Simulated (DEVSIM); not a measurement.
Structure: Pd/SiO2/p-Ge capacitor, at 300 K.

Layer 1 from the left is SiO2, thickness (nm) 2.60. Layer 2 from the left is Ge, thickness (nm) 2700, Na (cm⁻³) 4.9e16.

Metal gate on the left, work function 5.2 eV. Fixed charge at the semiconductor interface -5.2e10 cm⁻² (in units of +e); no interface traps.

Constants are typed, rounded textbook-type inputs, not results; the design itself was drawn at random and stands for no fabricated device. Values at 300 K.

SiO2: gap (eV) 9, affinity (eV) 0.9, permittivity 3.9. Ge: gap (eV) 0.664, affinity (eV) 4, permittivity 16, Nc (cm⁻³) 1.04e19, Nv (cm⁻³) 6e18.

Problem. Estimate by hand the flat-band voltage, the threshold voltage, and compare with a numerical solution.

Solution. 
- Flat-band voltage: C = 1.33 μF/cm², work-function difference 0.660 V; VFB = φms − qNf/C = 0.67 V; numerical 0.67 V.
- Threshold voltage: φF = 0.201 V, depletion charge √(4εqNφF) = 9.45e-8 C/cm²; VT = VFB + 2φF + Qd/C = 1.14 V; numerical 1.14 V.

Model (solved in DEVSIM): 1D Poisson equation in equilibrium, Boltzmann statistics, complete ionisation; no quantum confinement or tunnelling. Metal contacts follow the ideal Schottky-Mott rule: no Fermi-level pinning, no interface dipoles.
